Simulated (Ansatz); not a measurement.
Input and output of a self-consistent single point for AgAs (Pnma, 8 atoms in the cell) (Ansatz, a first-principles code).

Computed with PBE (plane waves, PAW; Ansatz).

```
AgAs
1.0
    8.08310     0.00000     0.00000
    0.00000     4.33369     0.00000
    0.00000     0.00000     5.96176
Ag As
4 4
Cartesian
  1.45496   1.08342   0.74522
  2.58659   3.25027   3.72610
  6.62814   3.25027   5.21654
  5.49651   1.08342   2.23566
  0.29099   1.08342   3.63668
  3.75056   3.25027   0.65579
  7.79211   3.25027   2.32509
  4.33254   1.08342   5.30597
```

Reference input (self-consistent single point, DFT, PBE, plane waves, default PAW files): basis.ecutwfc = 30.9 Ry; kpoints.mp_grid.grid = 3 6 4; hamiltonian.xc = pbe; hamiltonian.pseudopotentials = {kind: paw} (the program's default PAW files); scf.occupations.method = methfessel_paxton; scf.occupations.width = 0.0147 Ry. This run's input differs from it in these lines:

Ansatz 0.2 input:
```diff
@@ -22,3 +22,3 @@
 scf:
-  occupations: { method: methfessel_paxton, width: 0.0147 Ry }
+  occupations: { method: methfessel_paxton, width: 0.0588 Ry }
 output:
```

The program printed (abridged):

```
SCF iter   1: F=—  HF=-49782.688917 eV  |F-HF|=—  |Δ(HF+E_count)|=         —  Δρ=2.35e-3  dr2=2.84e-2  ethr=1.77e-3  ⟨swp⟩=6.0  Hψ=7073  notcnv=0
all-band conjugate gradients solve this SCF's bands
preconditioner: auto → LDOS
SCF iter   2: F=—  HF=-49782.687074 eV  |F-HF|=—  |Δ(HF+E_count)|=   1.84e-3  S|Δr|=    0.00e0  Δρ=1.42e-3  dr2=6.52e-3  ethr=2.09e-5  ⟨swp⟩=2.0  Hψ=3279  notcnv=0
SCF iter   3: F=—  HF=-49782.685202 eV  |F-HF|=—  |Δ(HF+E_count)|=   1.87e-3  S|Δr|=    0.00e0  Δρ=3.33e-4  dr2=4.80e-4  ethr=4.80e-6  ⟨swp⟩=2.3  Hψ=3140  notcnv=0
SCF iter   4: F=—  HF=-49782.685102 eV  |F-HF|=—  |Δ(HF+E_count)|=   1.00e-4  S|Δr|=    0.00e0  Δρ=7.54e-5  dr2=2.52e-5  ethr=3.53e-7  ⟨swp⟩=2.0  Hψ=2706  notcnv=0
SCF iter   5: F=—  HF=-49782.684992 eV  |F-HF|=—  |Δ(HF+E_count)|=   1.10e-4  S|Δr|=    0.00e0  Δρ=1.99e-5  dr2=9.31e-7  ethr=1.85e-8  ⟨swp⟩=2.0  Hψ=2757  notcnv=0
SCF iter   6: F=-49782.684992 eV  HF=-49782.684992 eV  |F-HF|=1.02e-8  |Δ(HF+E_count)|=   1.25e-7  S|Δr|=    0.00e0  Δρ=4.65e-6  dr2=4.80e-8  ethr=7.35e-11  ⟨swp⟩=9.1  Hψ=9909  notcnv=0
SCF 1 converged in 6 iterations: F = -49782.684992 eV  dr2 = 4.80e-8
Stability not checked (fill_not_monotonic)
Free energy (F): -49782.684992 eV
Internal energy: -49782.667341 eV  (E = F + TS)
E sigma→0 (E₀):  -49782.680579 eV
Entropy (-TS):   -0.017651 eV (-2.206 meV/atom)
Fermi energy:    8.846572 eV
--- Forces (eV/Å), atoms counted from 1 ---
  atom   1  Ag     0.03388102     0.00000000    -0.01706584
  atom   2  Ag    -0.03388102     0.00000000    -0.01706584
  atom   3  Ag    -0.03388102     0.00000000     0.01706584
  atom   4  Ag     0.03388102     0.00000000     0.01706584
   [... lines left out ...]
  atom   8  As     0.17453706     0.00000000    -0.24351658
--- Stress (GPa, compression-positive) ---
       -6.158612       0.000000       0.000000
        0.000000      -5.119616       0.000000
        0.000000       0.000000      -7.371705
  P = ⅓ Tr σ = -6.2166 GPa (-62.166 kbar)
  The stress holds the Pulay correction. Without it, at fixed plane waves, as pw.x and ABINIT print it: P = -6.2516 GPa
```

The run converged in 6 iterations. Against the reference run the free energy is nearly the same (within 1 meV/atom), the pressure stays near -6.22 GPa while the yy stress (positive for compression) goes from -4.78 to -5.12 GPa and the largest force goes from 0.316 to 0.300 eV/Å.

The starting cell was generated: these elements placed on a structure prototype, without a prior relaxation; it need not be a known phase or ordering of this composition. With a pressure of about -6 GPa the cell is away from its equilibrium volume at this level. Ansatz's pressure includes its estimate of the finite-basis (Pulay) stress. The run gives no clean gap (levels at the Fermi energy touch, overlap or are partly filled at this smearing), which alone does not show that the compound is a metal.
